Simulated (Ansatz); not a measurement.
Given:

```
CELL_PARAMETERS angstrom
      0.00000     2.06370     1.94815
      2.06370     0.00000     1.94815
      2.06370     2.06370     0.00000
ATOMIC_POSITIONS crystal
  Ag 0.00000 0.00000 0.00000
```

All values below come from PBEsol, rigid bands (plane waves, PAW, scalar-relativistic; Ansatz, an electronic-structure program). Condition of this run: uniaxial stress zz = 2 GPa (compression positive) (the target of the relaxation). Cell: cell and atoms relaxed with PBEsol, then loaded as said.

**Question.** For narrow interconnects the product ρ₀λ of bulk resistivity and mean free path ranks metals, the lower the better. What is it here?

**Answer.** 8.3 ×10⁻¹⁶ Ω·m².

**Question.** And the Drude plasma energy and the root-mean-square Fermi velocity at 300 K?

**Answer.** 9.2 eV; 1.4e6 m/s.

A metal at this level (no band gap); rigid bands, thermally averaged at 300 K, both spins. Spin-orbit coupling is left out. τ is one relaxation time for all states; the product of resistivity and mean free path takes one path for all states instead.
